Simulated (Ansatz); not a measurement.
# Hf under a change: uniaxial strain ε_zz = −3.00 %

The reference is Hf in the hcp (Mg type) structure (space group P6_3/mmc, No. 194; a = 3.117 Å, c = 4.950 Å; relaxed with 0.1 eV smearing). Axes: x lies along a and z along c of the hexagonal cell.

Modification: uniaxial strain ε_zz = −3.00 %, all other strain components held at zero, atoms relaxed at fixed cell.

Calculations: Kohn–Sham DFT with the LDA functional, run in Ansatz (an electronic-structure program) with PAW and 420 eV plane waves, no SOC. Γ-centred 21×21×12 mesh, Fermi–Dirac width 0.1 eV.

| quantity | base | changed | shift |
|---|---|---|---|
| volume per atom | 20.83 Å³ | 20.20 Å³ | -0.625 Å³ |
| shortest interatomic distance | 3.060 Å | 3.001 Å | -0.0597 Å |
| energy relative to the base (free energy F) | 0 meV/atom | +13 meV/atom | +13 meV/atom |
| pressure (mean of the normal stresses, compression positive) | 0.0 GPa | 4.1 GPa | +4.1 GPa |
| band gap | zero | zero | – |
| stress (xx, yy, zz, yz, xz, xy; compression positive) | – | (2.6, 2.6, 7.1, 0.0, 0.0, 0.0) GPa | – |

Final structure:

```
CELL_PARAMETERS angstrom
      3.11736     0.00000     0.00000
     -1.55868     2.69972     0.00000
      0.00000     0.00000     4.80157
ATOMIC_POSITIONS crystal
  Hf 0.66667 0.33333 0.75000
  Hf 0.33333 0.66667 0.25000
```

Cost of the whole job for the changed cell (relaxation, final SCF and bands): roughly 60 core-seconds.

Stability against distortions was not tested. The final runs are not spin-polarised.
